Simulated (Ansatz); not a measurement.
Input and output of a self-consistent single point for Ca3In (Fm-3m, 4 atoms in the cell) (Ansatz, an electronic-structure program)

Method of the run: LDA (PW92), default PAW files made with PBE (plane waves; Ansatz).

This input was run:

Ansatz 0.2 input:
```yaml
# Ca3In
crystal:
  lattice:
    - [0.000000, 4.048228, 4.048228]
    - [4.048228, 0.000000, 4.048228]
    - [4.048228, 4.048228, 0.000000]
  atoms:
    - { symbol: Ca, position: [0.250000, 0.250000, 0.250000] }
    - { symbol: Ca, position: [0.750000, 0.750000, 0.750000] }
    - { symbol: Ca, position: [0.500000, 0.500000, 0.500000] }
    - { symbol: In, position: [0.000000, 0.000000, 0.000000] }
basis:
  ecutwfc: 420.0
kpoints:
  mp_grid: { grid: [7, 7, 7] }
hamiltonian:
  xc: lda
  pseudopotentials: { kind: paw }
scf:
  occupations: { method: gaussian, width: 0.1 }
output:
  forces: true
  eigenvalues: true
  stress: true
```

Log, with long lists cut:

```
WARN ansatz: RAYON_NUM_THREADS=1 ignored (pool sized by the plan → 1); use --threads N
Pseudopotentials: kind: paw
Pseudopotential: Ca, paw, valence charge 10
Pseudopotential: In, paw, valence charge 13
Crystal: 4 atoms, lattice volume = 132.686 Å³
Basis set: ecut = 420 eV, 2637 PW (Γ)
Bands: 26, of which v1, the nominal top of the filled ones, is band 22 counted from 1 (21 counted from 0)
Symmetry: 48 space group operations
Space group: Fm-3m (ITA 225), of the structure as read, at distance tolerance 5.1e-5 Å
k-points: 20 of 343
PAW frozen core: Ca, regenerated for the run's functional, and the local potential with it
PAW frozen core: In, regenerated for the run's functional, and the local potential with it
Initial density: superposition of atomic densities (neutral atoms: chi_scale 0, normalization atom), corrected by the library's trained network
Initial wavefunctions: pseudopotential atomic-orbital guess
Eigensolver: davidson
Functional: x = slater, c = lda
SCF iter   1: F=—  HF=-10776.002709 eV  |F-HF|=—  |Δ(HF+E_count)|=         —  Δρ=4.69e-3  dr2=1.55e-2  ethr=1.77e-3  ⟨swp⟩=9.3  Hψ=2722  notcnv=0
all-band conjugate gradients solve this SCF's bands
preconditioner: auto → Resta (q_TF=auto, 2.261 Å⁻¹)
SCF iter   2: F=—  HF=-10776.001864 eV  |F-HF|=—  |Δ(HF+E_count)|=   8.45e-4  Δρ=2.23e-3  dr2=3.55e-3  ethr=3.61e-5  ⟨swp⟩=2.2  Hψ=927  notcnv=0
SCF iter   3: F=—  HF=-10776.001986 eV  |F-HF|=—  |Δ(HF+E_count)|=   1.22e-4  Δρ=5.04e-4  dr2=2.80e-4  ethr=8.27e-6  ⟨swp⟩=1.1  Hψ=530  notcnv=0
SCF iter   4: F=—  HF=-10776.002035 eV  |F-HF|=—  |Δ(HF+E_count)|=   4.86e-5  Δρ=6.61e-5  dr2=9.62e-6  ethr=6.51e-7  ⟨swp⟩=2.0  Hψ=580  notcnv=0
SCF iter   5: F=—  HF=-10776.002032 eV  |F-HF|=—  |Δ(HF+E_count)|=   2.35e-6  Δρ=2.59e-5  dr2=6.43e-7  ethr=2.24e-8  ⟨swp⟩=2.5  Hψ=826  notcnv=0
SCF iter   6: F=-10776.002032 eV  HF=-10776.002032 eV  |F-HF|=6.13e-9  |Δ(HF+E_count)|=   8.10e-8  Δρ=3.67e-6  dr2=1.65e-8  ethr=2.33e-10  ⟨swp⟩=7.4  Hψ=2420  notcnv=0
SCF 1 converged in 6 iterations: F = -10776.002032 eV  dr2 = 1.65e-8
SCF converged after 6 iterations
Free energy (F): -10776.002032 eV
Harris-Foulkes:  -10776.002032 eV  (|F-HF|=6.13e-9)
Internal energy: -10775.985629 eV  (E = F + TS)
E sigma→0 (E₀):  -10775.993830 eV
Entropy (-TS):   -0.016404 eV (-4.101 meV/atom)
Fermi energy:    6.747272 eV
--- Per-component energies (eV) ---
  E_band       = -526.739269
  E_kinetic    = 1071.425288
  E_local      = -3589.737366  (includes V_loc(G=0)·N_el)
  E_nonlocal   = 570.432463
  E_hartree    = 1264.151326
  E_xc         = -616.325715
  E_vxc        = -607.357382  (∫ρ·V_xc dr)
  E_paw        = -6463.057980  (= ΣΔE_a)
  E_vpaw       = -499.807880  (= ΣTr[D̂ρ^β])
  E_aug_tail   = 0.000010  (compensation charges beyond the density's cutoff)
  E_ewald      = -3014.007688
  E_core_change = 1.134034  (= ΣΔE_core)
  E_smearing   = -0.016404  (= −TS)
  E_closure    = 0.000000  (closes the sum)
  Σ components = -10776.002032   (vs F -10776.002032, Δ=0.00e0)
--- Forces (eV/Å), atoms counted from 1 ---
  atom   1  Ca     0.00000000     0.00000000     0.00000000
   [... zero for the other atoms too ...]
  max |Σ_I F_I| component: 1.16e-17 eV/Å
--- Stress (GPa, compression-positive) ---
       -2.995628       0.000000       0.000000
        0.000000      -2.995628       0.000000
       -0.000000       0.000000      -2.995628
  P = ⅓ Tr σ = -2.9956 GPa (-29.956 kbar)
  The stress holds the Pulay correction. Without it, at fixed plane waves, as pw.x and ABINIT print it: P = -3.0008 GPa
--- Band table (eV; the first three rows and the last of 20) ---
  k-point 0: bands = ["-34.9502", "-34.6075", "-34.6005", "-16.2229", "-16.2229", "-16.2229", "-15.8844", "-15.8844", "-15.8844", "-15.8212", "-15.8212", "-15.8212", "-7.1670", "-7.1670", "-7.1670", "-7.1492", "-7.1492", "0.6438", "6.1874", [...]
  k-point 1: bands = ["-34.9499", "-34.6074", "-34.6009", "-16.2247", "-16.2247", "-16.2235", "-15.8808", "-15.8808", "-15.8769", "-15.8289", "-15.8231", "-15.8231", "-7.1676", "-7.1670", "-7.1670", "-7.1489", "-7.1489", "0.7700", "5.4143", [...]
  k-point 2: bands = ["-34.9492", "-34.6068", "-34.6022", "-16.2285", "-16.2285", "-16.2238", "-15.8721", "-15.8721", "-15.8612", "-15.8462", "-15.8282", "-15.8282", "-7.1687", "-7.1669", "-7.1669", "-7.1484", "-7.1484", "1.1074", "4.4857", [...]
  k-point 19: bands = ["-34.9480", "-34.6053", "-34.6049", "-16.2425", "-16.2294", "-16.2217", "-15.8914", "-15.8557", "-15.8446", "-15.8435", "-15.8329", "-15.8297", "-7.1694", "-7.1684", "-7.1665", "-7.1489", "-7.1474", "1.7574", "4.5760", [...]
```

The run converged in 6 iterations.

The starting cell comes from a database of computed structures (which also holds hypothetical and non-ambient phases and stackings), without a prior relaxation at this level. Its lattice was rescaled by up to half a per cent. Ansatz's pressure includes its estimate of the finite-basis (Pulay) stress.
